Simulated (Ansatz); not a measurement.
The reference is ZrS$_{2}$ in the fluorite structure (space group Fm-3m, No. 225; a hypothetical phase, not in the database extracts checked).

```xyz
3
Lattice="0.0000 3.0943 3.0943 3.0943 0.0000 3.0943 3.0943 3.0943 0.0000" Properties=species:S:1:pos:R:3 pbc="T T T"
Zr     0.0000     0.0000     0.0000
S      1.5471     1.5471     1.5471
S      4.6414     4.6414     4.6414
```

Cartesian axes are those of the cell as printed.

Computed with DFT with PBEsol, PAW potentials and a 420 eV plane-wave cutoff in Ansatz (a program for electronic structure), spin-orbit coupling left out.

Before the change:

- Pressure = 0.0 GPa
- Shortest interatomic distance = 5.064 bohr

Perturbation: compressive biaxial strain of 4.69 % in the plane normal to [001], as in epitaxy on a mismatched substrate; the out-of-plane cell vector and the atoms relax.

Task: What happens to the pressure?

Result: The pressure (mean of the normal stresses, compression positive) goes from zero to 7.8 GPa.

Task: Predict the new energy relative to the base.

Result: The energy increases by 66 meV/atom.

Task: What happens to the shortest interatomic distance?

Result: The shortest interatomic distance drops by 0.1015 bohr to 4.962 bohr.

Whether these cells are dynamically stable was not tested. All final runs are without spin polarisation.
